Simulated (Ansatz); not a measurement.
Reference: GaSb (F-43m), r2SCAN with spin-orbit coupling, rigid bands (plane waves, PAW; Ansatz, a first-principles code); geometry: cell and atoms relaxed with PBEsol.

```
GaSb
1.0
    0.00000     3.05585     3.05585
    3.05585     0.00000     3.05585
    3.05585     3.05585     0.00000
Ga Sb
1 1
Direct
  0.00000   0.00000   0.00000
  0.25000   0.25000   0.25000
```

The band gap is 0.28 eV. The hole conductivity mass is 0.29 mₑ and the Seebeck coefficient, p-type 1e19 cm⁻³ comes out as 192 μV/K.

**Question.** Swap Sb for As, keeping the structure type. How do these values move?

**Answer.** GaAs (F-43m): volume per atom 28.5 to 22.6 Å³; band gap rises (0.28 eV to 0.89 eV); hole conductivity mass rises (0.29 mₑ to 0.40 mₑ); Seebeck coefficient, p-type 1e19 cm⁻³ rises (192 μV/K to 243 μV/K).

Moves up to 5 % count as about the same. Masses are for dilute carriers at 300 K, harmonic means over directions unless an axis is named. Seebeck coefficients are for the stated density at 300 K, with one relaxation time for all states and whether or not that doping can be reached.
